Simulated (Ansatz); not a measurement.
LiTaO3 (model structure, started from the 2H-BaNiO3 type, P6₃/mmc, No. 194, 10 atoms in the cell), treated with PBEsol (Ansatz, a quantum-chemistry and plane-wave program, PAW).

Numerical settings: plane-wave cutoff 500 eV, 12×12×8 k mesh (along the axes of the cell as run), Fermi–Dirac smearing 0.05 eV, scalar-relativistic PAW data made under PBE.

Cell (relaxed at this level):

```cif
data_Li2O6Ta2
_chemical_formula_sum 'Li2 Ta2 O6'
_space_group_name_H-M_alt 'P63/mmc'
_space_group_IT_number 194
_space_group_name_Hall '-P 6c 2c'
_cell_length_a 5.47240
_cell_length_b 5.47240
_cell_length_c 5.37265
_cell_angle_alpha 90.000
_cell_angle_beta 90.000
_cell_angle_gamma 120.000
loop_
_atom_site_label
_atom_site_type_symbol
_atom_site_symmetry_multiplicity
_atom_site_Wyckoff_symbol
_atom_site_fract_x
_atom_site_fract_y
_atom_site_fract_z
_atom_site_occupancy
Li1 Li 2 d 0.66667 0.33333 0.25000 1
Ta1 Ta 2 a 0.00000 0.00000 0.00000 1
O1 O 6 h 0.15626 0.31252 0.25000 1
```

Predict the band gap.


- band gap = 1.87 eV (on the SCF k mesh)

Note: the relaxation could raise the start's symmetry but not lower it, so the cell can be a saddle point.

Spin–orbit coupling is not included.

Computed values are for the static lattice.

The result took roughly 4 core-minutes.

A model structure was made by putting elements into a prototype or built by hand; it is no filed structure, need not be a known phase, and can be a saddle point held by its symmetry.
